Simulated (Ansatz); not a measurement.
## Habitual settings against a tight run: K2MnS2 (Ibam, 10 atoms in the cell)

Self-consistent single point.

```xyz
10
Lattice="-3.4955 6.4353 3.1882 3.4955 -6.4353 3.1882 3.4955 6.4353 -3.1882" Properties=species:S:1:pos:R:3 pbc="T T T"
K      2.3855    -1.8955     3.1882
K      1.1100     8.3307     0.0000
K      2.3855     1.8955     0.0000
K      1.1100     4.5398     3.1882
Mn     0.0000     0.0000     1.5941
Mn     0.0000     0.0000     4.7823
S      2.1315     5.1059     0.0000
S      1.3640     1.3294     3.1882
S      5.6270     1.3294     0.0000
S     -2.1315     5.1059     3.1882
```
Moments meant for the start (each program seeds them in its own way; μB, in the order of the atoms K K K K Mn Mn S S S S): 0.0 0.0 0.0 0.0 4.0 4.0 0.0 0.0 0.0 0.0.

Method: PBEsol, default PAW files made with PBE (plane waves; Ansatz, a first-principles code).

Base settings: basis.ecutwfc = 420 eV; kpoints.mp_grid.grid = 3 3 3; hamiltonian.xc = pbesol; hamiltonian.pseudopotentials = {kind: paw} (the program's default PAW files); magnetization.spin_polarized = true; scf.occupations.method = fermi_dirac; scf.occupations.width = 0.02 eV.

Tight run (finer mesh or higher cutoff; not a proven limit): basis.ecutwfc: 420 eV → 590 eV; kpoints.mp_grid.grid: 3 3 3 → 5 5 5; scf.convergence.dr2_threshold: default (1e-07 eV) → 1e-09 eV. It gave top of the valence band (on the code's own zero) 4.69 eV; gap on the k-point mesh 1.06 eV; pressure -2.81 GPa; largest force (vector length) 0.571 eV/Å; size of the cell's spin moment 10.00 μB.

Quick runs, as changes from the base:
- A: the base itself
- B: basis.ecutwfc: 420 eV → 335 eV; kpoints.mp_grid.grid: 3 3 3 → 2 2 2; scf.occupations.width: 0.02 eV → 0.272 eV

Energies are extrapolated to zero smearing width, which holds to low order in the width alone.

The count of work is k-points × plane waves × bands × iterations; it is no time. 

Pressures in the table are Ansatz's without its Pulay estimate, at a fixed set of plane waves; the tight run's value above holds the estimate.

The starting cell comes from a database of computed structures (which also holds hypothetical and non-ambient phases and stackings), without a prior relaxation at this level. Its lattice was rescaled by a random factor within 2.5 % of one. The magnetic order is the one reached from the typed start; others were not searched systematically. The program warned that, by what it read of turns of the moments, another magnetic order lies lower.

```
run  energy less tight (meV/atom)  pressure less tight (GPa)  largest miss in a force vector (eV/Å)  size of the net moment less tight (μB/atom)  count of work / tight
---  ----------------------------  -------------------------  -------------------------------------  -------------------------------------------  ---------------------
A                             0.8                       0.00                                  0.001                                         0.00                   0.16
B                            20.1                      -0.64                                  0.064                                        -0.04                  0.073
```

Among the runs at the tight run's level, the energy misses run from 0.8 to 20.1 meV/atom.

Left out of this page: 4 runs of the series outside the window shown, repeating another row's setting, or not comparable.

Keys are those of Ansatz 0.2.
